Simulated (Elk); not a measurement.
Several settings converged on LuBi (I4mm, 2 atoms in the cell)

```xyz
2
Lattice="0.0000 3.1175 3.1175 3.1175 0.0000 3.1175 3.1175 3.1175 0.0000" Properties=species:S:1:pos:R:3 pbc="T T T"
Lu     3.1175     3.1175     3.1675
Bi     0.0000     0.0000     0.0000
```

Base method: LDA (PW92), all-electron FP-LAPW, Elk's shipped species files, default APW+lo basis (Elk 10.2.4).

Base settings: swidth = 0.00367493 Ha; ngridk = 4 4 4; rmtscf = 0.97; maxscl = 100.

**The k-point mesh**

The second cell is the first with its lattice scaled by 0.98.

Only quantities that move along the ladder and can be compared are tabulated.

| ngridk | free energy less the last step's (meV/atom) | energy of the compressed cell less the first (meV/atom) |
|---|---|---|
| 2 2 2 | 621.93 | -66.73 |
| 4 4 4 | 20.39 | -26.92 |
| 5 5 5 | 17.51 | -37.81 |
| 6 6 6 | 0.33 | -29.03 |
| 8 8 8 | 0.04 | -36.60 |
| 10 10 10 | 0.00 | -37.65 |

Coarsest ngridk that holds the energy of the compressed cell less the first within 2 meV/atom: not settled: the last two steps still differ by 1.0 meV/atom, over half the tolerance, so the ladder does not show it.

Coarsest ngridk that holds the free energy within 2 meV/atom of the last step, with all finer ones: 6 6 6; the step before is off by 18 meV/atom.

**The k-point mesh at a smearing width of 0.02 eV**

In this ladder: swidth = 0.000734986 Ha.

Only quantities that move along the ladder and can be compared are tabulated.

```csv
ngridk,free energy less the last step's (meV/atom)
3 3 3,143.78
5 5 5,19.37
7 7 7,-1.13
8 8 8,1.34
12 12 12,0.00
```

Coarsest ngridk that holds the free energy within 5 meV/atom of the last step, with all finer ones: 7 7 7; the step before is off by 19 meV/atom.

On the base run: the starting cell comes from a database of computed structures (which also holds hypothetical and non-ambient phases and stackings), without a prior relaxation at this level. Its lattice was rescaled by up to half a per cent. One atom was moved a little off its site on purpose. Values depend on the basis (sphere radii, cutoffs, local orbitals), which need not be converged. Without a gap this mesh is coarse (it stands for a supercell whose shortest vector is 18 Å).
